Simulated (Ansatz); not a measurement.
Data:

```
CSi
1.0
    0.00000     2.16898     2.18434
    2.16898     0.00000     2.18434
    2.16898     2.16898     0.00000
Si C
1 1
Direct
  0.25000   0.25000   0.25000
  0.00000   0.00000   0.00000
```

The numbers are results of r2SCAN with spin-orbit coupling, rigid bands (plane waves, PAW; Ansatz, a quantum-chemistry and plane-wave program), not measurements. Condition of this run: biaxial stress xx = yy = 2 GPa (compression positive) (the target of the relaxation). Cell: cell and atoms relaxed with r2SCAN, then loaded as said.

Question: What conductivity effective mass do dilute electrons have at 300 K?

Answer: 0.33 (x), 0.33 (y), 0.24 (z) mₑ.

Question: Predict the hole conductivity mass (n e² τ/σ) at 300 K, by direction if it differs.

Answer: 0.65 (x), 0.65 (y), 0.72 (z) mₑ.

Question: And the band gap?

Answer: 1.67 eV at this level; semilocal functionals usually fall short of the measured gap.

Rigid bands, one relaxation time for all states, no polarons.
